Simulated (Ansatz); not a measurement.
Base system: MoS2 in the 3R-MoS2 type structure (space group R3m, No. 160; layered, stacked along the Cartesian z axis).

```
MoS2
1.0
    1.58761     0.91661     6.19494
   -1.58761     0.91661     6.19494
    0.00000    -1.83321     6.19494
Mo S
1 2
Direct
  0.00000   0.00000   0.00000
  0.75030   0.75030   0.75030
  0.58300   0.58300   0.58300
```

Cartesian axes are those of the cell as printed.

Method: Ansatz (a first-principles code), r2SCAN+rVV10, PAW, cutoff 500 eV, spin-orbit coupling left out.

The change: an isotropic linear strain of −1.37 %, atoms relaxed at fixed cell.

Q: Predict the stress tensor and what it implies for the stiffness.

A: Stress of the strained cell less that of the base (GPa, compression positive):
```
   4.57    0.00    0.00
   0.00    4.57    0.00
   0.00    0.00    1.22
```

Then B = −ΔP/(ΔV/V₀) with ΔV/V₀ = -0.0405 gives secant stiffness values (nonlinear terms included at this strain): B (at held cell shape, above the free-shape value) ≈ 85 GPa.

As a check, the harmonic strain energy −½ V₀ Δσ:ε is 8.0 meV/atom; the computed energy rise is 7.6 meV/atom.

Stability against distortions was not tested.
